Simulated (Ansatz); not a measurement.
The starting structures come from a database of crystals and need not be the phases stable at ambient conditions.

By PBEsol, the system below comes out a metal.

Without scattering a metal conducts by its projected Fermi surface.

```
Cr3Ge
1.0
    4.45840     0.00000     0.00000
    0.00000     6.30513     0.00000
    0.00000     3.15257     3.21690
Cr Ge
6 2
Cartesian
  2.22920   5.51699   0.80423
  2.22920   3.94071   2.41268
  0.00000   3.94071   0.80423
  0.00000   5.51699   2.41268
  1.11460   1.57628   1.60845
  3.34380   1.57628   1.60845
  0.00000   0.00000   0.00000
  2.22920   3.15257   0.00000
```

Space group of this cell: Cccm. The cell is strained (lengths across the current scaled by 0.98, ions clamped); by PBEsol its mean pressure is 7.2 GPa.

The current flows along the normal of the first two printed cell vectors. No spin-orbit coupling; the value is a mean over 0.1 eV about the Fermi level.

Problem. Compute, with Ansatz (a first-principles code) with PBEsol, the ballistic conductance per area.

Solution. 0.91 × 10¹⁵ S/m² for both spins.
